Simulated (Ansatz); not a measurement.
**Hypothetical P6_422 GaN: carrier doping**

The parent structure is GaN (space group P6_422, No. 181; a hypothetical phase, not in the database extracts checked).

Space group P6₄22 (No. 181); a = 3.1251 Å, b = 3.1251 Å, c = 7.3587 Å, α = 90.00°, β = 90.00°, γ = 120.00°

```tsv
atom	site	symmetry	x	y	z
Ga	3d	222	0.5000	0.0000	0.5000
N	3c	222	0.5000	0.0000	0.0000
```

Carriers are added at fixed cell with a uniform background; the Fermi–Dirac width is that of 300 K.

Method: DFT with PBEsol, PAW potentials and a 420 eV plane-wave cutoff in Ansatz (a first-principles code), without spin-orbit coupling.

Notes on the quantities. Fermi level from band edge: Fermi level relative to the doped band's edge (positive inside the band; to 0.05 eV).

```tsv
electron density (10^21 cm⁻³)	Fermi level from band edge (eV)
2	1.65
3	1.75
10	?
20	2.65
```

Fit E_F = C n^s, fitted as a line in log–log form (a parabolic band gives s = 2/3) to the rows shown and predict the withheld row.

Least squares on the printed values gives C = 1.41 eV, s = 0.21 (largest residual 0.03 eV); this predicts 2.29 eV, and the run gives 2.30 eV, in agreement.

Carriers are added with a uniform compensating background; total energy and stress of such cells depend on the potential's zero and are not compared; many-body gap narrowing is missing at this level. Stability against distortions was not tested. The base started in P3_121 and relaxed to P6_422 at this level.
